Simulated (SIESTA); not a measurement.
A self-consistent single point of In2Ag (P1, 6 atoms in the cell) with SIESTA.

Computed with LDA PW92, numerical atomic orbitals DZP, PseudoDojo LDA standard norm-conserving potentials (rewritten from UPF to PSML) (SIESTA).

The change in words: atoms moved at random. Reference geometry:
```yaml
crystal:
  lattice:
    - [-3.47150, 3.47150, 2.78740]
    - [3.47150, -3.47150, 2.78740]
    - [3.47150, 3.47150, -2.78740]
  atoms:
    - { symbol: In, position: [0.34544, 0.15456, 0.50000] }
    - { symbol: In, position: [0.65456, 0.84544, 0.50000] }
    - { symbol: In, position: [0.15456, 0.65456, 0.80912] }
    - { symbol: In, position: [0.84544, 0.34544, 0.19088] }
    - { symbol: Ag, position: [0.75000, 0.75000, 0.00000] }
    - { symbol: Ag, position: [0.25000, 0.25000, 0.00000] }
```

Reference input (self-consistent single point, DFT, LDA PW92, numerical atomic orbitals DZP, PseudoDojo LDA standard norm-conserving potentials (rewritten from UPF to PSML)): XC.functional = LDA; XC.authors = PW92; potentials = PseudoDojo LDA standard; PAO.BasisSize = DZP; PAO.EnergyShift = 0.01 Ry; MeshCutoff = 350 Ry; kgrid.MonkhorstPack = 5 5 5; OccupationFunction = FD; ElectronicTemperature = 0.1 eV; MaxSCFIterations = 150; SCF.Mixer.Method = Broyden; SCF.Mixer.Weight = 0.25. This run's input differs from it in these lines:

```diff
@@ -18,8 +18,8 @@
 %block AtomicCoordinatesAndAtomicSpecies
-     0.345440000    0.154560000    0.500000000  1
-     0.654560000    0.845440000    0.500000000  1
-     0.154560000    0.654560000    0.809120000  1
-     0.845440000    0.345440000    0.190880000  1
-     0.750000000    0.750000000    0.000000000  2
-     0.250000000    0.250000000    0.000000000  2
+     0.359306000    0.165439000    0.511946000  1
+     0.652453000    0.846985000    0.494472000  1
+     0.143593000    0.657404000    0.802171000  1
+     0.859248000    0.346337000    0.200080000  1
+     0.740528000    0.742318000   -0.004769000  2
+     0.244872000    0.241516000   -0.003901000  2
 %endblock AtomicCoordinatesAndAtomicSpecies
```

The program printed (abridged):

```
        iscf     Eharris(eV)        E_KS(eV)     FreeEng(eV)     dDmax    Ef(eV) dHmax(eV)
   scf:    1   -15481.513311   -15591.807118   -15591.869666  0.817943 -2.176994 32.376350
   scf:    2   -15630.352028   -15637.848884   -15637.937230  0.516417 -3.319414  6.273874
   scf:    3   -15641.720182   -15640.163392   -15640.252974  0.078985 -3.346378  2.119070
   scf:    4   -15640.324737   -15640.520647   -15640.611335  0.084937 -3.415422  1.686957
   scf:    5   -15640.559787   -15640.627530   -15640.720157  0.044991 -3.466520  0.687199
   [... 4 lines left out ...]
   scf:   10   -15640.646885   -15640.646885   -15640.739322  0.000030 -3.463163  0.000340
   scf:   11   -15640.646884   -15640.646885   -15640.739322  0.000016 -3.463242  0.000213
   scf:   12   -15640.646884   -15640.646885   -15640.739322  0.000011 -3.463288  0.000138
   scf:   13   -15640.646884   -15640.646884   -15640.739322  0.000008 -3.463315  0.000091
SCF Convergence by DM+H criterion
max |DM_out - DM_in|         :     0.0000077485
max |H_out - H_in|      (eV) :     0.0000913505
SCF cycle converged after 13 iterations

Using DM_out to compute the final energy and forces

siesta: E_KS(eV) =           -15640.6469

siesta: E_KS - E_eggbox =    -15640.6469

siesta: Atomic forces (eV/Ang):
     1   -0.084893   -0.278874   -0.100384
     2   -0.105500    0.111492   -0.014103
     3    0.040287    0.352373    0.017030
     4   -0.079641   -0.303095   -0.007329
     5    0.124443    0.078503    0.052577
     6    0.105100    0.040904    0.052197
   Tot   -0.000203    0.001302   -0.000015
   Max    0.352373
   Res    0.145872    sqrt( Sum f_i^2 / 3N )
   Max    0.352373    constrained

   [... lines left out ...]
siesta: FreeEng =    -15640.739322
   [... lines left out ...]
siesta:     0.025800   -0.000702   -0.000407
siesta:    -0.000702    0.032955    0.000249
siesta:    -0.000407    0.000249    0.022449

siesta: Cell volume =        134.367311 Ang**3

siesta: Pressure (static):
siesta:                Solid            Molecule  Units
siesta:          -0.00029481         -0.00027261  Ry/Bohr**3
siesta:          -0.02706810         -0.02502989  eV/Ang**3
siesta:         -43.36788099        -40.10229937  kBar
```

The run converged in 13 iterations. Against the reference run the free energy goes up by 7.4 meV/atom, the pressure stays near -4.34 GPa while the xx stress (positive for compression) goes from -4.85 to -4.13 GPa and the largest force goes from 0.072 to 0.355 eV/Å.

The starting cell comes from a database of computed structures (which also holds hypothetical and non-ambient phases and stackings), without a prior relaxation at this level. For this run, on top of that: atoms moved at random. Values carry the incompleteness of an atom-centred basis. With a pressure of about -4 GPa the cell is away from its equilibrium volume at this level.

Cost on one core of a shared machine: roughly 80 s.
